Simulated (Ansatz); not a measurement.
**Response to strain in W2C**

The reference is W₂C (space group P-3m1, No. 164; relaxed with 0.1 eV smearing).

```
CELL_PARAMETERS angstrom
      3.03425     0.00000     0.00000
     -1.51712     2.62773     0.00000
      0.00000     0.00000     4.65832
ATOMIC_POSITIONS crystal
  C  0.00000 0.00000 0.00000
  W  0.33333 0.66667 0.25534
  W  0.66667 0.33333 0.74466
```

Cartesian axes are those of the cell as printed.

Strains are applied to the cell and any free atomic positions relax; under stress the whole cell relaxes.

Level of theory: plane-wave PAW DFT at the PBE-D3(BJ) level (Ansatz, a program for electronic structure, 420 eV), scalar-relativistic without spin-orbit coupling.

Notes on the quantities. energy relative to the base: free energy F.

```json
[
 {"variant": "base", "energy relative to the base": "0 meV/atom", "shortest interatomic distance": "2.117 Å"},
 {"variant": "isotropic strain −1.54 %", "energy relative to the base": "+29 meV/atom", "shortest interatomic distance": "2.091 Å"},
 {"variant": "isotropic strain +2.44 %", "energy relative to the base": "?", "shortest interatomic distance": "2.157 Å"},
 {"variant": "uniaxial strain ε_zz = −3.85 %", "energy relative to the base": "+35 meV/atom", "shortest interatomic distance": "2.093 Å"},
 {"variant": "uniaxial stress, 1 GPa tension along z", "energy relative to the base": "+0.1 meV/atom", "shortest interatomic distance": "2.118 Å"},
 {"variant": "uniaxial stress, 5 GPa compression along z", "energy relative to the base": "?", "shortest interatomic distance": "2.115 Å"}
]
```

### Question
Some entries are withheld; estimate them.

### Answer

- isotropic strain +2.44 %, energy relative to the base: +63 meV/atom
- uniaxial stress, 5 GPa compression along z, energy relative to the base: +2.6 meV/atom

Beyond what the load breaks, stability against distortions was not tested. The final runs are not spin-polarised.
